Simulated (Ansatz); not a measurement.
The starting structures come from a database of crystals and need not be the phases stable at ambient conditions.

 Where the default PAW files enter, the runs use the earlier of Ansatz's two default sets.

The decay constant κ of evanescent states in the gap governs leakage through a thin film.

Here is the system:

```
NaH
1.0
    3.33618     0.00000     0.00000
   -1.66809     2.88921     0.00000
    1.66809     0.96307     2.72398
Na H
1 1
Direct
  0.00000   0.00000   0.00000
  0.00000   0.50000   0.50000
```

Space group of this cell: Fm-3m, rock salt. The cell was relaxed by PBE-D3(BJ); by r2SCAN its mean pressure is 1.3 GPa.

Transport runs along the normal of the first two printed cell vectors, the (111) plane of the conventional cell.

The gap is the functional's own. No spin-orbit coupling. Mid-gap values are interpolated on the energy grid.

### Question
Predict the band gap and the smallest decay constant κ at mid-gap from Ansatz (a quantum-chemistry and plane-wave program) with r2SCAN.

### Answer
Gap 4.49 eV on a 12×12×12 mesh; κ = 0.305 1/Å, at the zone centre.
